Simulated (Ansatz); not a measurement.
Pressure series in Mg2Si

Take Mg$_{2}$Si (space group Fm-3m, No. 225; a = 6.364 Å) as the base.

Cell and atoms are relaxed at each pressure.

Method: PBE, PAW, 420 eV (Ansatz, an electronic-structure program; spin-orbit coupling left out), earlier PAW set.

| pressure (GPa) | volume per atom (Å³/atom) |
|---|---|
| -2 | 22.363 |
| -1 | 21.901 |
| 0 | 21.483 |
| 0.9 | 21.140 |
| 2.1 | 20.723 |
| 4.5 | 19.988 |
| 15 | ? |
| 22.5 | 16.688 |
| 30 | 15.844 |

Q: Fit the third-order Birch–Murnaghan form P(V) = (3B₀/2)[(V₀/V)^(7/3) − (V₀/V)^(5/3)]·[1 + (3/4)(B₀′ − 4)((V₀/V)^(2/3) − 1)] (squares taken in P) to the rows shown and predict the withheld row.

A: Least squares on the printed values gives V₀ = 21.484 Å³/atom, B₀ = 54.2 GPa, B₀′ = 3.9; this predicts 17.759 Å³/atom, and the run gives 17.763 Å³/atom, 0.004 higher.

A case with no gap was solved on a k-mesh chosen for an insulator, which is coarse for it. Load acts through the strain it causes; cell and atoms are relaxed under it. Stability against distortions was not tested. Competing high-pressure phases were not computed. All final runs are without spin polarisation.
